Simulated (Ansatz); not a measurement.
Here is the system:

```
CELL_PARAMETERS angstrom
      0.00000     2.69570     2.62831
      2.69570     0.00000     2.62831
      2.69570     2.69570     0.00000
ATOMIC_POSITIONS crystal
  Ga 0.00000 0.00000 0.00000
  P  0.25000 0.25000 0.25000
```

No spin polarisation.

Computed with LDA (Ansatz, a quantum-chemistry and plane-wave program; PAW; 420 eV plane waves; spin-orbit coupling left out). Γ-centred 11×11×11 mesh, Fermi–Dirac width 0.05 eV.

Question: Estimate the smallest direct gap.

Answer: 1.99 eV.

Question: Predict the space group.

Answer: I-4m2 (No. 119).

The cells carry an imposed strain or load. No phonon test of stability was made. The cell was made from GaP in the zinc blende structure (space group F-43m, No. 216) by this change: uniaxial strain ε_zz = −2.50 %.
